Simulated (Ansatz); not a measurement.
## Pressure series in hypothetical zinc blende BiB

Start from BiB in the zinc blende structure (space group F-43m, No. 216; a hypothetical phase, not in the database extracts checked).

```cif
data_B4Bi4
_chemical_formula_sum 'Bi4 B4'
_space_group_name_H-M_alt 'F-43m'
_space_group_IT_number 216
_space_group_name_Hall 'F -4 2 3'
_cell_length_a 5.52370
_cell_length_b 5.52370
_cell_length_c 5.52370
_cell_angle_alpha 90.000
_cell_angle_beta 90.000
_cell_angle_gamma 90.000
loop_
_atom_site_label
_atom_site_type_symbol
_atom_site_symmetry_multiplicity
_atom_site_Wyckoff_symbol
_atom_site_fract_x
_atom_site_fract_y
_atom_site_fract_z
_atom_site_occupancy
Bi1 Bi 4 c 0.25000 0.25000 0.25000 1
B1 B 4 a 0.00000 0.00000 0.00000 1
```
(The calculation used a cell of 2 atoms; values per cell refer to that cell.)

Cell and atoms are relaxed at each pressure.

The values are results of PBE/PAW in Ansatz (a program for electronic structure), no spin-orbit coupling, earlier PAW set, not measurements.

Notes on the quantities. enthalpy: H = E + PV relative to the base's energy.

```csv
variant,electron mass,width of the top valence band,band gap,enthalpy
base,–,4.05 eV,0.14 eV,–
pressure −2 GPa,–,–,zero,-0.27 eV/atom
pressure −1 GPa,–,–,zero,-0.13 eV/atom
pressure 1.8 GPa,0.025 mₑ (at Γ),4.16 eV,0.31 eV,+0.23 eV/atom
pressure 4.2 GPa,0.041 mₑ (at Γ),4.30 eV,0.52 eV,+0.54 eV/atom
pressure 9 GPa,"1.1 mₑ along k, 0.21 mₑ across (off the special points)",4.54 eV,0.67 eV,+1.12 eV/atom
pressure 18 GPa,"1.2 mₑ along k, 0.21 mₑ across (off the special points)",4.92 eV,0.62 eV,+2.16 eV/atom
pressure 30 GPa,"1.2 mₑ along k, 0.21 mₑ across (off the special points)",5.33 eV,0.58 eV,+3.44 eV/atom
pressure 45 GPa,"1.2 mₑ along k, 0.21 mₑ across (off the special points)",5.75 eV,0.53 eV,+4.94 eV/atom
pressure 60 GPa,"1.3 mₑ along k, 0.21 mₑ across (off the special points)",6.11 eV,0.50 eV,+6.35 eV/atom
```

Spin-orbit coupling, missing from the scalar runs, can matter with Bi. Load acts through the strain it causes; cell and atoms are relaxed under it. Masses are band curvatures over ±0.01 Å⁻¹ around the edge. Along k means along the line from Γ to the band edge. Whether these cells are dynamically stable was not tested. Competing high-pressure phases were not computed. All final runs are without spin polarisation. Gaps under 0.05 eV, about the width of the smearing, are given as zero. A zero or small gap of BiB can be the functional's error rather than a property of the material.
